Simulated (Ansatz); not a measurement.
## CdTe under a change: isotropic strain −0.15 %

Base system: CdTe in the zinc blende structure (space group F-43m, No. 216; a = 6.558 Å).

Modification: an isotropic linear strain of −0.15 %; the atoms relax in the strained cell.

The values are results of Ansatz (an electronic-structure program) r2SCAN, scalar-relativistic without spin-orbit coupling, not measurements. k-mesh 9×9×9 (Γ-centred); smearing 0.05 eV (Fermi–Dirac).

```csv
quantity,base,changed,shift
volume per atom,35.25 Å³,35.09 Å³,-0.16 Å³
space group,F-43m (No. 216),F-43m (No. 216),–
shortest interatomic distance,284.0 pm,283.5 pm,-0.43 pm
energy relative to the base (free energy F),0 meV/atom,+0.1 meV/atom,+0.1 meV/atom
band gap,1.17 eV,1.18 eV,+0.01 eV
gap character,direct at Γ,direct at Γ,–
width of the top valence band,2.09 eV,2.11 eV,+0.02 eV
electron mass,0.090 mₑ (at Γ),0.090 mₑ (at Γ),–
"hole mass (degenerate bands, along [100])","0.092, 0.55, 0.55 mₑ (at Γ)","0.093, 0.54, 0.54 mₑ (at Γ)",–
"valley order (the lowest conduction-band minima on the path, energy above the VBM, named in the base's zone)",Γ 1.17 eV; L along ⟨111⟩ 2.20 eV,Γ 1.18 eV; L along ⟨111⟩ 2.21 eV,–
```

Spin-orbit coupling, missing from the scalar runs, can matter with Te. Masses are band curvatures over ±0.01 Å⁻¹ around the edge. Whether these cells are dynamically stable was not tested.
